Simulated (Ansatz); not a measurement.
The starting structures come from a database of crystals and need not be the phases stable at ambient conditions.

The decay constant κ of evanescent states in the gap governs leakage through a thin film.

Given:

```xyz
6
Lattice="3.8167 0.0000 0.0000 0.0000 6.9028 0.0000 0.0000 0.0000 3.8167" Properties=species:S:1:pos:R:3 pbc="T T T"
Ca     1.9083     1.3259     0.0000
Ca     0.0000     5.5769     1.9083
H      1.9083     0.0000     1.9083
H      0.0000     0.0000     0.0000
Cl     0.0000     2.3964     1.9083
Cl     1.9083     4.5064     0.0000
```

Space group of this cell: P4/nmm. The cell is taken as given.

Transport runs along the normal of the first two printed cell vectors, the (100) plane of the conventional cell.

The gap is the functional's own. No spin-orbit coupling. Mid-gap values are interpolated on the energy grid.

Compute, with Ansatz (a first-principles code) with r2SCAN, the band gap and the smallest decay constant κ at mid-gap.

Gap 4.24 eV on a 8×6×8 mesh; κ = 0.445 1/Å, at (0.000, 0.333) of the in-plane reciprocal vectors. At the zone centre, at the nearest computed energy, the slowest state has κ = 0.48 1/Å.
